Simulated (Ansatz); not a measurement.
Here is the system:

```
CELL_PARAMETERS angstrom
      0.00000     2.24406     2.24406
      2.24406     0.00000     2.24406
      2.24406     2.24406     0.00000
ATOMIC_POSITIONS crystal
  P  0.75000 0.75000 0.75000
  B  0.00000 0.00000 0.00000
```

No spin polarisation.

Computed with plane-wave PAW DFT at the PBE level (Ansatz, a program for electronic structure, 420 eV), scalar-relativistic without spin-orbit coupling, earlier PAW set. Γ-centred 12×12×12 mesh, Fermi–Dirac width 0.05 eV.

Question: What is the computed electron mass?

Answer: 1.3 mₑ along k, 0.23 mₑ across (off the special points).

Question: Predict the gap character.

Answer: Indirect, Γ → Γ–X (83 % along).

Question: What is the computed band gap?

Answer: 1.19 eV.

Load acts through the strain it causes; cell and atoms are relaxed under it. Masses are band curvatures over ±0.01 Å⁻¹ around the edge. Along k means along the line from Γ to the band edge. Stability against distortions was not tested. Competing high-pressure phases were not computed. The cell was made from BP in the zinc blende structure (space group F-43m, No. 216) by this change: pressure 7 GPa.
